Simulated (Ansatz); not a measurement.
The parent structure is Hf in the hcp (Mg type) structure (space group P6_3/mmc, No. 194; a = 3.159 Å, c = 5.000 Å).

Level of theory: Kohn–Sham DFT with the PBEsol functional, run in Ansatz (a program for electronic structure) with PAW and 420 eV plane waves, spin-orbit coupling left out.

Before the change:

The lattice parameter a comes out as 3.159 Å and the c/a ratio is 1.583.

The change: Nb takes the place of Hf on all its sites; the structure is relaxed again.

**Question.** What happens to the lattice parameter a and c/a ratio?

**Answer.** The lattice parameter a decreases by 0.326 Å (3.159 Å → 2.833 Å); the c/a ratio grows by 0.2497 (1.583 → 1.832).

Whether these cells are dynamically stable was not tested. For Nb in this form, whether it has been made was not checked. All final runs are without spin polarisation. This is not the structure that Nb has at room temperature and ambient pressure.
